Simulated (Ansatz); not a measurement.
Lattice constant a of WTe2 (model structure, started from the CdCl2 type, R-3m, No. 166, 3 atoms in the cell) at several levels of theory

No measured value is used here.

```
level (code)         value (Å)
-------------------  ---------
PBE (Ansatz)                 …
PBEsol (Ansatz)          3.448
PBE-D3(BJ) (Ansatz)      3.452
```

Question: Complete the blanks.

Answer: 
- PBE (Ansatz, a quantum-chemistry and plane-wave program), value (Å): 3.520

Density-functional levels without +SOC have no spin–orbit coupling. PBE-D3(BJ): a distance lies near a switch of the dispersion term, which can move the cell. Ansatz's density-functional and Hartree–Fock values are scalar-relativistic unless marked +SOC, with PAW data made under PBE.

A model structure was made by putting elements into a prototype or built by hand; it is no filed structure, need not be a known phase, and can be a saddle point held by its symmetry.
